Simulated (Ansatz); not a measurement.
**What tensor shear ε_xy = +0.29 % does to HfO2**

Take HfO2 in the fluorite structure (space group Fm-3m, No. 225; a = 5.0438 Å) as the base. Axes: x, y, z lie along the cube axes.

The change: tensor shear ε_xy = +0.29 % (engineering shear γ = 0.0058); the atoms relax in the strained cell.

Method: PBEsol/PAW in Ansatz (a first-principles code), no spin-orbit coupling. Settings: 11×11×11 k-points, 0.05 eV Fermi–Dirac smearing.

| quantity | base | changed | shift |
|---|---|---|---|
| space group | Fm-3m (No. 225) | Immm (No. 71) | – |
| energy relative to the base (free energy F) | 0 meV/atom | +0.1 meV/atom | +0.1 meV/atom |
| pressure (mean of the normal stresses, compression positive) | 0.00 GPa | 0.01 GPa | +0.005 GPa |
| band gap | 3.69 eV | 3.69 eV | 0.00 eV |
| gap character | – | direct at X | – |
| electron mass | 1.1 mₑ along k, 0.70 mₑ across (at X) | 1.1 mₑ along k, 0.70 mₑ across (at X) | – |
| stress (xx, yy, zz, yz, xz, xy; compression positive) | – | (0.01, 0.01, 0.01, 0.00, 0.00, -0.40) GPa | – |

Final structure:

```xyz
3
Lattice="0.0073 2.5219 2.5219 2.5219 0.0073 2.5219 2.5292 2.5292 0.0000" Properties=species:S:1:pos:R:3 pbc="T T T"
Hf     0.0000     0.0000     0.0000
O      1.2646     1.2646     1.2585
O      3.7938     3.7938     3.7852
```

Spin-orbit coupling, missing from the scalar runs, can matter with Hf. Effective masses come from finite differences of ±0.01 Å⁻¹. Along k means along the line from Γ to the band edge. Stability against distortions was not tested. This is not the structure that HfO2 has at room temperature and ambient pressure. k-point labels follow each cell's own Brillouin zone.
